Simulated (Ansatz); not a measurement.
The starting structures come from a database of crystals and need not be the phases stable at ambient conditions.

 Where the default PAW files enter, the runs use the earlier of Ansatz's two default sets.

Inside the gap of an insulator the Bloch states are evanescent, with a wavenumber k + iκ along the transport direction.

Here is the system:

```
CELL_PARAMETERS angstrom
      5.14101     0.00000     0.00000
      2.57050     4.45225     0.00000
      2.57051     1.48408     4.89179
ATOMIC_POSITIONS crystal
  Ca 0.50000 0.50000 0.50000
  Pd 0.00000 0.00000 0.00000
  F  0.78174 0.06381 0.76996
  F  0.21826 0.93619 0.23004
  F  0.06381 0.38449 0.76996
  F  0.93619 0.61551 0.23004
  F  0.38449 0.78174 0.76996
  F  0.61551 0.21826 0.23004
```

Space group of this cell: R-3. The cell is taken as given.

Transport runs along the normal of the first two printed cell vectors, the (001) plane of the conventional cell.

No gap correction and no spin-orbit coupling; mid-gap values are interpolated between computed energies.

Give the band gap and the smallest decay constant κ at mid-gap that r2SCAN in Ansatz (an electronic-structure program) yields.

Gap 2.67 eV on a 8×8×8 mesh; κ = 0.680 1/Å, at (0.417, 0.083) of the in-plane reciprocal vectors. At the zone centre, at the nearest computed energy, the slowest state has κ = 0.70 1/Å.
